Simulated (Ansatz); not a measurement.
Where the default PAW files enter, the runs use the earlier of Ansatz's two default sets.

Consider the following.

```yaml
crystal:
  lattice:
    - [3.18693, 0.00000, 0.00000]
    - [-1.59347, 2.75996, 0.00000]
    - [1.59347, -0.91999, 2.60212]
  atoms:
    - { symbol: Ga, position: [0.00000, 0.00000, 0.00000] }
    - { symbol: N, position: [0.75000, 0.25000, 0.75000] }
```

Space group of this cell: F-43m, zinc blende. The cell is taken as given; by r2SCAN its mean pressure is -1.1 GPa.

Computed with r2SCAN (plane waves, PAW; Ansatz, a quantum-chemistry and plane-wave program).

The current runs along the normal of the first two printed vectors; no spin-orbit coupling. Scaled by the factor s: the length along the current (ions clamped). Meshes 12×12×12 and 12×12 across the current in all rows.

| s | mean pressure (GPa) | slowest mid-gap decay constant κ (1/Å) |
|---|---|---|
| 0.97 | 5.4 | 0.161 |
| 1.00 | -1.1 | 0.146 |
| 1.03 | -6.2 | ? |

Q: Take the slope of the slowest mid-gap decay constant κ against ln s from the two given rows, extrapolate to s = 1.03, and say what the run there gives.

A: Slope = (0.161 − 0.146) / ln 0.97 = -0.492 1/Å. The line gives 0.146 + (-0.492) × ln 1.03 = 0.131 1/Å. The run gives 0.131 1/Å, as the line does.
